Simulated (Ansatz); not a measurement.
# W: uniaxial strain ε_zz = −2.50 %

Consider W in the bcc (W type) structure (space group Im-3m, No. 229; a = 3.1353 Å; relaxed with 0.1 eV smearing). Axes: x, y, z lie along the cube axes.

One thing is altered: the cell is compressed by 2.50 % along z with no lateral relaxation, atoms relaxed at fixed cell.

The values are results of LDA (Ansatz, a quantum-chemistry and plane-wave program, PAW, scalar-relativistic without spin-orbit coupling), not measurements. k-mesh 29×29×29 (Γ-centred); smearing 0.1 eV (Fermi–Dirac).

| quantity | base | changed | shift |
|---|---|---|---|
| volume per atom | 15.41 Å³ | 15.02 Å³ | -0.39 Å³ |
| space group | Im-3m (No. 229) | I4/mmm (No. 139) | – |
| energy relative to the base (free energy F) | 0 meV/atom | +18 meV/atom | +18 meV/atom |
| pressure (mean of the normal stresses, compression positive) | 0.0 GPa | 9.1 GPa | +9.1 GPa |
| band gap | zero | zero | – |
| stress (xx, yy, zz, yz, xz, xy; compression positive) | – | (5.9, 5.9, 15.3, 0.0, 0.0, 0.0) GPa | – |

Final structure:

```
CELL_PARAMETERS angstrom
     -1.56765     1.56765     1.52846
      1.56765    -1.56765     1.52846
      1.56765     1.56765    -1.52846
ATOMIC_POSITIONS crystal
  W  0.00000 0.00000 0.00000
```

Stability against distortions was not tested. All final runs are without spin polarisation.
